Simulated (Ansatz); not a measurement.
Effect of Sn on a Si site on SiC

Take an 8-atom supercell of SiC (space group P6_3mc, No. 186; a = 3.078 Å, c = 10.077 Å) at its relaxed geometry as the base.

Now apply this change: a neutral Sn on a Si site, atoms relaxed at fixed cell, starting from a slightly rattled geometry.

The values are results of r2SCAN (Ansatz, a program for electronic structure, PAW, without spin-orbit coupling), earlier PAW set, not measurements. Γ-centred 9×9×9 mesh, Fermi–Dirac width 0.01 eV.

```
quantity     base   changed      shift
--------  -------  --------  ---------
pressure  0.0 GPa  31.2 GPa  +31.2 GPa
```

Final structure:

```
CELL_PARAMETERS angstrom
      3.07776     0.00000     0.00000
     -1.53888     2.66542     0.00000
     -1.53888    -2.66542    10.07734
ATOMIC_POSITIONS crystal
  Sn 0.99895 0.00135 0.99736
  Si 0.50013 0.50251 0.49860
  Si 0.40309 0.07213 0.73496
  Si 0.59733 0.93302 0.26245
  C  0.79158 0.79396 0.79013
  C  0.32045 0.32282 0.31891
  C  0.22289 0.89195 0.55470
  C  0.42115 0.75690 0.08625
```

The magnetic state is the one reached from the starting moments; the real material's order can differ, and small cells can't hold many antiferromagnetic ones. In so small a cell the defect repeats every few ångströms: this is an ordered compound, not a dilute defect. Seeded moments were not kept for Sn on a Si site. The defect cell is spin-polarised and ends with 0.0 μB.
